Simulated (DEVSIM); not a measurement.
Device: Ti/SiO2/p-InP capacitor, at 300 K.

Layer 1 from the left is SiO2, thickness (nm) 36.0. Layer 2 from the left is InP, thickness (nm) 9700, Na (cm⁻³) 4.1e14.

Metal gate on the left, work function 4.33 eV. Fixed charge at the semiconductor interface 0 cm⁻² (in units of +e); interface traps 1.1e11 cm⁻² eV⁻¹, uniform in energy, neutral level at 0.5 of the gap above the valence band.

The device is made up for the run: typed textbook-type constants, with dimensions and the other settings drawn at random. Values at 300 K.

SiO2: gap (eV) 9, affinity (eV) 0.9, permittivity 3.9. InP: gap (eV) 1.344, affinity (eV) 4.38, permittivity 12.5, Nc (cm⁻³) 5.7e17, Nv (cm⁻³) 1.1e19.

Model (solved in DEVSIM): 1D Poisson equation in equilibrium, Boltzmann statistics, complete ionisation; no quantum confinement or tunnelling. Metal contacts follow the ideal Schottky-Mott rule: no Fermi-level pinning, no interface dipoles.

Task: What does the simulation give for the minimum of the low-frequency capacitance, the flat-band voltage?

Result: minimum of the low-frequency capacitance 0.0196 μF/cm²; flat-band voltage -1.21 V.
